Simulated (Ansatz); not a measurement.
The structure below was relaxed with DFT with PBEsol, PAW potentials and a 420 eV plane-wave cutoff in Ansatz (a quantum-chemistry and plane-wave program), no spin-orbit coupling, at pressure 9 GPa.

```xyz
2
Lattice="0.0000 2.0713 2.0713 2.0713 0.0000 2.0713 2.0713 2.0713 0.0000" Properties=species:S:1:pos:R:3 pbc="T T T"
O      0.0000     0.0000     0.0000
Mg     2.0713     2.0713     2.0713
```

**Question.** Find the space group and the Wyckoff positions.

**Answer.** Space group Fm-3m (No. 225); a = b = c = 4.143 Å, α = β = γ = 90.00°

```csv
atom,site,symmetry,x,y,z
O,4a,m-3m,0.0000,0.0000,0.0000
Mg,4b,m-3m,0.5000,0.5000,0.5000
```

**Question.** Describe the coordination.

**Answer.** The crystal has 8 atoms in its conventional cell. Cell: a = b = c = 4.143 Å, α = β = γ = 90.00°. O is surrounded by 6 Mg at 2.071 Å (octahedral). Mg is surrounded by 6 O at 2.071 Å (octahedral). (Neighbours: up to the widest gap in distance over summed covalent radii, below 1.35, at either atom; cation-cation and far metal-metal contacts left out.)

Load acts through the strain it causes; cell and atoms are relaxed under it. Stability against distortions was not tested. Competing high-pressure phases were not computed. The cell was made from MgO in the rock salt structure (space group Fm-3m, No. 225) by this change: pressure 9 GPa.
